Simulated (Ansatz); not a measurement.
## A constructed model of the (111) surface of fcc Ag, a pseudomorphic layer of In in the other hollow (bottom of the slab: a bare face, its two planes held)

All values below come from PBE (plane waves to 420 eV, PAW; Ansatz, an electronic-structure program).

Slab: 7 atoms, 14.4 Å thick at the start with caps and adatoms; k 15x15x1, smearing 0.1 eV, dipole-corrected; 2 atoms held, the rest relaxed; held to the start's symmetry, so lower structures may exist; no spin, no spin-orbit, no U. In PBE it is, or lies within 0.01 eV a 1x1 cell of, the lowest of the 2 structures of its composition computed so far; subsurface sites and larger cells were not tried.

| Quantity | Value |
|---|---|
| work function of the top face | 3.82 eV |
| energy released by relaxation | 0.029 eV |
| cost | roughly 90 core-seconds |
